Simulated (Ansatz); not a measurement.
The parent structure is BP in the zinc blende structure (space group F-43m, No. 216).

```yaml
crystal:
  lattice:
    - [0.00000, 2.26829, 2.26829]
    - [2.26829, 0.00000, 2.26829]
    - [2.26829, 2.26829, 0.00000]
  atoms:
    - { symbol: P, position: [0.25000, 0.25000, 0.25000] }
    - { symbol: B, position: [0.00000, 0.00000, 0.00000] }
```

Cartesian axes are those of the cell as printed.

Computed with r2SCAN in Ansatz (plane waves to 500 eV, PAW, spin-orbit coupling left out).

For the base:

The band gap is 1.41 eV and the valence-band top at Γ is 0.00, 0.00, 0.00 eV.

It is then changed as follows: tensile biaxial strain of 1.63 % in the plane normal to [001], as in epitaxy on a mismatched substrate; the out-of-plane cell vector and the atoms relax.

### Question
What does the calculation give for the band gap after the change?

### Answer
The band gap falls by 0.32 eV (1.41 eV → 1.09 eV).

### Question
What happens to the valence-band top at Γ?

### Answer
The valence-band top at Γ (three highest levels, from the VBM) changes from 0.00, 0.00, 0.00 eV to 0.00, -0.23, -0.23 eV.

### Question
What happens to the in-plane stress?

### Answer
The mean in-plane stress (compression positive) amounts to -6.2 GPa.

No phonon test of stability was made.

Ansatz is an electronic-structure program.
